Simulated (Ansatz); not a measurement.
## A computed series for NaCl: pressure series

Base system: NaCl in the rock salt structure (space group Fm-3m, No. 225).

```
CELL_PARAMETERS angstrom
      0.00000     2.84782     2.84782
      2.84782     0.00000     2.84782
      2.84782     2.84782     0.00000
ATOMIC_POSITIONS crystal
  Cl 0.00000 0.00000 0.00000
  Na 0.50000 0.50000 0.50000
```

Cell and atoms are relaxed at each pressure.

Method: PBE (Ansatz, a program for electronic structure; PAW; 420 eV plane waves; no spin-orbit coupling), earlier PAW set.

Only one of these has a direct gap. Which?
A) pressure 30 GPa
B) pressure 100 GPa
C) pressure −2 GPa

C, pressure −2 GPa. Computed: pressure −2 GPa: direct at Γ; pressure 30 GPa: indirect, Γ → X; pressure 100 GPa: indirect, Γ → X

Load acts through the strain it causes; cell and atoms are relaxed under it. Stability against distortions was not tested. Competing high-pressure phases were not computed.
